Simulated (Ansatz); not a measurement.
## Pressure series in BN

Take BN in the zinc blende structure (space group F-43m, No. 216; a = 3.6247 Å) as the base.

Cell and atoms are relaxed at each pressure.

Method: DFT with PBE, PAW potentials and a 420 eV plane-wave cutoff in Ansatz (an electronic-structure program), spin-orbit coupling left out.

Candidates:
(a) pressure −1 GPa
(b) pressure 4.5 GPa
(c) pressure 2.1 GPa

For the base:

```
Item                  Result
-------------------  -------
Smallest direct gap  8.79 eV
```

Problem. Order them by smallest direct gap, highest first.

Solution. (b) pressure 4.5 GPa (8.85 eV), (c) pressure 2.1 GPa (8.82 eV), (a) pressure −1 GPa (8.78 eV)

Load acts through the strain it causes; cell and atoms are relaxed under it. Whether these cells are dynamically stable was not tested.
